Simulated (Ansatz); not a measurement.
# BN: response to strain

The reference is BN in the wurtzite structure (space group P6_3mc, No. 186).

```xyz
4
Lattice="2.5232 0.0000 0.0000 -1.2616 2.1852 0.0000 0.0000 0.0000 4.1751" Properties=species:S:1:pos:R:3 pbc="T T T"
B      0.0000     1.4568     0.0013
B      1.2616     0.7284     2.0888
N      0.0000     1.4568     1.5644
N      1.2616     0.7284     3.6520
```

Cartesian axes are those of the cell as printed.

Strains are applied to the cell and any free atomic positions relax.

Calculations: LDA (Ansatz, a program for electronic structure), no SOC.

Notes on the quantities. energy relative to the base: free energy F.

| uniaxial strain ε_zz (%) | energy relative to the base (meV/atom) |
|---|---|
| 0 | 0.0 |
| 1.2 | 2.7 |
| 1.8 | ? |
| 2.4 | 10.7 |
| 3 | 16.4 |

**Question.** Fit ΔE = Aε² + Bε³ (ε in %) to the rows shown and predict the withheld row.

**Answer.** Least squares on the printed values gives A = 1.96 and B = -0.046 meV/atom (largest residual 0.0 meV/atom); this predicts 6.1 meV/atom, and the run gives 6.1 meV/atom, in agreement.

No phonon test of stability was made.
